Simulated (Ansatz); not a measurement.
# A computed series for SnTe: response to strain

The reference is SnTe in the rock salt structure (space group Fm-3m, No. 225; a = 6.289 Å).

Strains are applied to the cell and any free atomic positions relax.

Level of theory: plane-wave PAW DFT at the PBEsol level (Ansatz, a quantum-chemistry and plane-wave program, 420 eV), without spin-orbit coupling.

Notes on the quantities. energy relative to the base: free energy F; band gap: uncertain: the edges found look like a band crossing or inverted bands; the base alone.

```json
[
 {"case": "base", "energy relative to the base": "0 meV/atom", "pressure": "0.0 GPa", "band gap": "0.16 eV", "shortest interatomic distance": "3.145 Å"},
 {"case": "isotropic strain +1.50 %", "energy relative to the base": "+8.9 meV/atom", "pressure": "-1.9 GPa", "band gap": "zero", "shortest interatomic distance": "3.192 Å"},
 {"case": "isotropic strain +2.00 %", "energy relative to the base": "(withheld)", "pressure": "(withheld)", "band gap": "zero", "shortest interatomic distance": "3.207 Å"},
 {"case": "isotropic strain +2.50 %", "energy relative to the base": "+24 meV/atom", "pressure": "-3.0 GPa", "band gap": "zero", "shortest interatomic distance": "3.223 Å"},
 {"case": "isotropic strain +3.00 %", "energy relative to the base": "+34 meV/atom", "pressure": "-3.43 GPa", "band gap": "0.09 eV", "shortest interatomic distance": "3.239 Å"}
]
```

Q: Fill in the withheld entries from the trend.

A: 
- isotropic strain +2.00 %, energy relative to the base: +15 meV/atom
- isotropic strain +2.00 %, pressure: -2.5 GPa

With Te present, leaving out spin-orbit coupling can change the band edges. Stability against distortions was not tested. The final runs are not spin-polarised. Gaps under 0.05 eV, about the width of the smearing, are given as zero. A zero or small gap of SnTe can be the functional's error rather than a property of the material.
